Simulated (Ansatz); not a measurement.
The parent structure is Re in the hcp (Mg type) structure (space group P6_3/mmc, No. 194; relaxed with 0.1 eV smearing).

```yaml
crystal:
  lattice:
    - [2.77642, 0.00000, 0.00000]
    - [-1.38821, 2.40445, 0.00000]
    - [0.00000, 0.00000, 4.48093]
  atoms:
    - { symbol: Re, position: [0.66667, 0.33333, 0.75000] }
    - { symbol: Re, position: [0.33333, 0.66667, 0.25000] }
```

Cartesian axes are those of the cell as printed.

Level of theory: PBE in Ansatz (plane waves to 420 eV, PAW, spin-orbit coupling left out).

For the base:

```
Quantity    Value
--------  -------
Pressure  0.0 GPa
```

Perturbation: compressive biaxial strain of 2.50 % in the plane normal to [001], as in epitaxy on a mismatched substrate; the out-of-plane cell vector and the atoms relax.

**Question.** Estimate the effect on the out-of-plane strain and pressure.

**Answer.** The out-of-plane strain comes out as +1.64 %; the pressure (mean of the normal stresses, compression positive) goes from zero to 14.1 GPa.

Stability against distortions was not tested. The final runs are not spin-polarised.

Ansatz is an electronic-structure program.
